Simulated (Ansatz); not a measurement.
# TiAl: biaxial strain +4.85 %, plane normal [001], relaxed out of plane

Take TiAl in the CsCl type structure (space group Pm-3m, No. 221; a = 3.158 Å; a cell from a computed database, its experimental status unchecked; relaxed with 0.1 eV smearing) as the base. Axes: x, y, z lie along the cube axes.

It is then changed as follows: tensile biaxial strain of 4.85 % in the plane normal to [001], as in epitaxy on a mismatched substrate; the out-of-plane cell vector and the atoms relax.

Method: PBEsol (Ansatz, a quantum-chemistry and plane-wave program, PAW, without spin-orbit coupling). Settings: 18×18×18 k-points, 0.1 eV Fermi–Dirac smearing.

```tsv
quantity	base	changed	shift
space group	Pm-3m (No. 221)	P4/mmm (No. 123)	–
shortest interatomic distance	2.735 Å	2.750 Å	+0.015 Å
energy relative to the base (free energy F)	0 meV/atom	-10 meV/atom	-10 meV/atom
pressure (mean of the normal stresses, compression positive)	0.0 GPa	0.1 GPa	+0.1 GPa
band gap	zero	zero	–
out-of-plane strain	–	-8.64 %	–
ratio −ε⊥/ε∥	–	1.78	–
```

No phonon test of stability was made. The final runs are not spin-polarised. An odd electron count without spin: TiAl. Under biaxial strain +4.85 %, plane normal [001], relaxed out of plane the cell ends below the base's energy or with stress of the wrong sign: the atoms slid into a distortion or the cell is elastically unstable, so the base is not a stable minimum at this level. TiAl has a high density of states at the Fermi level and may be magnetic at this level.
